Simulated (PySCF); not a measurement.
PySCF 2.14.0, CAM-B3LYP/def2-svp: trigermane ([GeH3][GeH2][GeH3]), 11 atoms. The geometry is a generated start, not checked to be a minimum at this level.

| Item | Result |
|---|---|
| task | energy and gradient |
| method | cam-b3lyp |
| basis | def2-svp |
| mol.max_memory | 7000 MB |
| mf.init_guess | minao (default) |
| mf.DIIS | CDIIS (default) |
| mf.diis_space | 8 (default) |
| mf.conv_tol | 1e-09 (default) |
| mf.grids.level | 3 (default) |
| basis functions (reference run) | 136 |
| grid points (reference run) | 140384 |

```xyz
11

Ge     1.9088     0.7062    -0.0060
Ge     0.1640    -0.9114    -0.1182
Ge    -2.0393    -0.0468     0.1069
H      3.2956     0.1468    -0.1366
H      1.8040     1.7516    -1.0818
H      1.9217     1.4789     1.2832
H      0.4136    -1.9989     0.9019
H      0.2827    -1.6664    -1.4235
H     -2.4065     0.8759    -1.0166
H     -2.2358     0.7619     1.3591
H     -3.1088    -1.0978     0.1316
```

The reference run uses exact four-centre integrals. Each setting ran once; only counts and results are compared.

Settings tried, all else as in the reference:
- density fitting of J alone, exact K
- density fitting, auxbasis = def2-universal-jfit
- density fitting
- density fitting, auxbasis = autoaux

Question: Which of these stay within 1.0 meV/atom in energy, 10 meV/Å in forces (largest component) of the reference run?

Answer: Within it: density fitting, auxbasis = autoaux; density fitting; density fitting of J alone, exact K. Outside: density fitting, auxbasis = def2-universal-jfit.

| setting | energy against the reference | difference in forces (largest component) |
|---|---|---|
| density fitting, auxbasis = autoaux | +0.021 meV/atom | 0.11 meV/Å |
| density fitting | −0.36 meV/atom | 2.8 meV/Å |
| density fitting of J alone, exact K | −0.52 meV/atom | 3.0 meV/Å |
| density fitting, auxbasis = def2-universal-jfit | +26000 meV/atom | 560 meV/Å |

Total energies are compared; such shifts often cancel in part in energy differences. def2-universal-jfit is made for Coulomb alone and misses functions that exchange needs. Also tried and not ranked: density fitting, auxbasis = def2-universal-jkfit (same energy as a listed run); COSX exchange (sgx_fit, pjs) with fitted J, mf.with_df.grids_level_i = 1, mf.with_df.grids_level_f = 1 (gradient came out as NaN); COSX exchange (sgx_fit, pjs) with fitted J, mf.with_df.grids_level_i = 1, mf.with_df.grids_level_f = 2 (default) (gradient came out as NaN); COSX exchange (sgx_fit, pjs) with fitted J, mf.with_df.grids_level_i = 1, mf.with_df.grids_level_f = 3 (gradient came out as NaN); COSX exchange (sgx_fit, pjs) with fitted J, mf.with_df.grids_level_i = 1, mf.with_df.grids_level_f = 4 (gradient came out as NaN). The tolerance is a choice made for this comparison.
